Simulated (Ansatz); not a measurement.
Checking a run of Ansatz (a first-principles code) on ZrSe₂O₆ (P2_1/c, 18 atoms in the cell). The aim is a self-consistent single point with DFT, PBEsol, plane waves, default PAW files made with PBE.

Cell that was meant: a = 5.0480 Å, b = 8.7300 Å, c = 7.0556 Å, α = 90.00°, β = 110.18°, γ = 90.00°.

Part of the input:

Ansatz 0.2 input:
```yaml
    - { symbol: O, position: [0.767800, 0.814200, 0.846800] }
    - { symbol: O, position: [0.767800, 0.685800, 0.346800] }
    - { symbol: O, position: [0.232200, 0.185800, 0.153200] }
basis:
  ecutrho_ratio: 2
kpoints:
  mp_grid:
    grid: [3, 2, 3]
```

The program printed (abridged):

```
WARN basis.ecutwfc = 420 eV, the default
WARN basis.ecutrho_ratio = 2 (ecutrho = 840 eV) is below the records' recommended cutoff
   [... lines left out ...]
PAW frozen core: O, regenerated for the run's functional, and the local potential with it
Initial density: superposition of atomic densities (neutral atoms: chi_scale 0, normalization atom), corrected by the library's trained network
Initial wavefunctions: pseudopotential atomic-orbital guess
Eigensolver: davidson
Functional: x = pbesol(κ = 0.804, μ = 0.12345679012345678), c = pbesol(β = 0.046)
SCF iter   1: F=—  HF=-36684.533985 eV  |F-HF|=—  |Δ(HF+E_count)|=         —  Δρ=1.17e-2  dr2=3.15e-1  ethr=1.77e-3  ⟨swp⟩=5.3  Hψ=3666  notcnv=0
all-band conjugate gradients solve this SCF's bands
preconditioner: auto → Resta (q_TF=auto, 2.468 Å⁻¹)
SCF iter   2: F=—  HF=-36684.459413 eV  |F-HF|=—  |Δ(HF+E_count)|=   7.46e-2  S|Δr|=    0.00e0  Δρ=2.65e-3  dr2=1.45e-2  ethr=1.97e-4  ⟨swp⟩=2.0  Hψ=1544  notcnv=0  defer=10
   [... lines left out ...]
SCF iter   7: F=—  HF=-36684.458057 eV  |F-HF|=—  |Δ(HF+E_count)|=   6.22e-6  S|Δr|=    0.00e0  Δρ=2.17e-5  dr2=1.58e-6  ethr=7.46e-9  ⟨swp⟩=2.0  Hψ=1232  notcnv=0  defer=10
SCF iter   8: F=—  HF=-36684.458060 eV  |F-HF|=—  |Δ(HF+E_count)|=   3.08e-6  S|Δr|=    0.00e0  Δρ=5.77e-6  dr2=1.38e-7  ethr=9.87e-10  ⟨swp⟩=2.0  Hψ=1279  notcnv=0  defer=10
SCF iter   9: F=-36684.458061 eV  HF=-36684.458061 eV  |F-HF|=5.38e-8  |Δ(HF+E_count)|=   2.62e-7  S|Δr|=    0.00e0  Δρ=5.73e-6  dr2=8.66e-8  ethr=6.25e-11  ⟨swp⟩=9.0  Hψ=4060  notcnv=0
SCF 1 converged in 9 iterations: F = -36684.458061 eV  dr2 = 8.66e-8
Stability not checked (fill_not_monotonic)
Free energy (F): -36684.458061 eV
Internal energy: -36684.458061 eV  (E = F + TS)
E sigma→0 (E₀):  -36684.458061 eV
Fermi energy:    6.008294 eV
--- Forces (eV/Å), atoms counted from 1 ---
  atom   1  Zr     0.00000000     0.00000000    -0.00000000
  atom   2  Zr     0.00000000     0.00000000     0.00000000
  atom   3  Se    -0.14743950     0.01341379     0.07047270
  atom   4  Se     0.14743950     0.01341379    -0.07047270
   [... lines left out ...]
  P = ⅓ Tr σ = -1.8250 GPa (-18.250 kbar)
  The stress holds the Pulay correction, which leaves out the density cutoff's part. Without it, at fixed plane waves, as pw.x and ABINIT print it …
settings of this run that can trade accuracy for cost: basis.ecutrho_ratio < 4. Do not mix this run's numbers with those of runs without the same settings …
```

Question: Is anything amiss in this input, and did it matter?

Answer: The run is not sound. The fault is a density cutoff or grid that is too coarse. The charge density holds wave vectors up to twice those of the orbitals (four times the energy cutoff), and augmentation charges need more still. To fix it, restore the density cutoff. The run converged in 9 iterations without an error; against the sound input the free energy drops by 5.8 meV/atom, the pressure goes from -2.47 to -1.83 GPa, the largest force hardly changes (0.404 to 0.408 eV/Å) and the gap on the mesh stays at 3.739 eV. The full log also holds (shortened here): “WARN basis.ecutrho_ratio = 2 (ecutrho = 840 eV) is below the records' recommended cutoff”. At a fixed set of plane waves, without the program's Pulay estimate, the pressure is -2.38 GPa against -3.01 GPa.

The sound input it was made from differs as follows (other fixes are possible):
```diff
-basis:
-  ecutrho_ratio: 2
```

With that input, the run converged in 9 iterations: free energy E − TS (on the zero of these files) -36684.3538 eV; top of the valence band (on the code's own zero) 4.14 eV; gap on the k-point mesh 3.74 eV; pressure -2.47 GPa; largest force (vector length) 0.404 eV/Å (DFT, PBEsol, plane waves, default PAW files made with PBE).

On the sound input: the starting cell comes from a database of published, mostly measured structures (it also holds non-ambient and calculated ones), without a prior relaxation at this level. Its lattice was rescaled by a random factor within 2.5 % of one. Ansatz's pressure includes its estimate of the finite-basis (Pulay) stress. Without the estimate this run gives -3.01 GPa.
